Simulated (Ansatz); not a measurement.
## N on the 1x1 (110) surface of bcc W, one in a 2x2 cell, started at the site 'hollow W-W-W'

The numbers are results of PBE (plane waves to 420 eV, PAW; Ansatz, a first-principles code), not measurements.

Model: 17-atom slab, 6.6 Å thick at the start under the adsorbate (thin: gaps and levels are the slab's own), 6x6x1 mesh, Fermi-Dirac 0.1 eV, dipole correction, 8 atoms held, the rest relaxed; start symmetry kept, larger cells not searched; no spin, no spin-orbit, no U, no dispersion correction. At the end it is bonded to 3 W. In PBE it is, or lies within 0.03 eV of, the lowest of the starts that converged.

```
Quantity                                                                                                                Value
--------------------------------------------------------------------------------------  -------------------------------------
adsorption energy against ½ N2(g)                                                                                    -1.91 eV
work function of the top face                                                                                         4.97 eV
change of the work function                                                                                           0.16 eV
change of the step from the bottom to the top vacuum level, against the clean slab                                    0.16 eV
energy released by relaxation                                                                                         2.15 eV
height of the binding atom over the mean of the host atoms within 0.3 Å of the top one                                1.119 Å
nearest host atoms of the binding atom                                                  W at 1.97 Å, W at 1.97 Å, W at 2.24 Å
largest move of a host atom                                                                                            0.08 Å
cost                                                                                                  roughly 14 core-minutes
```

A negative adsorption energy means that the adsorbate is more stable on the surface than in its reference.
